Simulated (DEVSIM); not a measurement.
In0.53Ga0.47As p-n junction from an implanted or diffused profile

Device: In0.53Ga0.47As p-n junction from an implanted or diffused profile, at 300 K.

```tsv
layer (left to right)	material	thickness (μm)	Nd (cm⁻³)	τn (s)	τp (s)
1	In0.53Ga0.47As	10.0	1.3e16	6.4e-8	6.4e-8
```

Added acceptor profile: 4.3e17 cm⁻³ × exp(−(x − 0.076 μm)²/(2·(0.045 μm)²)). Left contact: ohmic. Right contact: ohmic. Voltage is applied to the left contact. Recombination: SRH at mid-gap, radiative. Mobility is constant in doping.

Constants are typed, rounded textbook-type inputs, not results; the design itself was drawn at random and stands for no fabricated device. Values at 300 K.

| parameter | In0.53Ga0.47As |
|---|---|
| gap (eV) | 0.74 |
| affinity (eV) | 4.51 |
| permittivity | 13.9 |
| Nc (cm⁻³) | 2.1e17 |
| Nv (cm⁻³) | 7.7e18 |
| μn (cm²/Vs) | 12000 |
| μp (cm²/Vs) | 300 |
| B (cm³/s) | 9.6e-11 |

DEVSIM, 1D drift-diffusion, Boltzmann statistics, complete ionisation; no tunnelling, impact ionisation, image-force lowering or self-heating.

The potential step across the device at zero bias is 0.553 V, the dark forward voltage at 1 A/cm² is 0.306 V and the dark forward voltage at 100 A/cm² is 0.430 V.

Small-signal capacitance in reverse bias (quasi-static):

```csv
V (V),C (nF/cm²)
-0.04,45.3
-0.1,43.1
-0.2,40.0
-0.3,37.5
-0.4,35.4
-0.6,32.2
-0.8,29.7
-1,27.7
-1.3,25.4
-1.6,23.5
-2,21.6
```

Dark forward current:

```json
[
 {"V (V)": "0.05", "J (A/cm²)": "5.0e-5"},
 {"V (V)": "0.10", "J (A/cm²)": "0.00037"},
 {"V (V)": "0.15", "J (A/cm²)": "0.0025"},
 {"V (V)": "0.20", "J (A/cm²)": "0.017"},
 {"V (V)": "0.25", "J (A/cm²)": "0.12"},
 {"V (V)": "0.30", "J (A/cm²)": "0.80"},
 {"V (V)": "0.35", "J (A/cm²)": "5.5"},
 {"V (V)": "0.40", "J (A/cm²)": "36"},
 {"V (V)": "0.45", "J (A/cm²)": "200"},
 {"V (V)": "0.50", "J (A/cm²)": "700"},
 {"V (V)": "0.55", "J (A/cm²)": "1700"},
 {"V (V)": "0.60", "J (A/cm²)": "3200"}
]
```
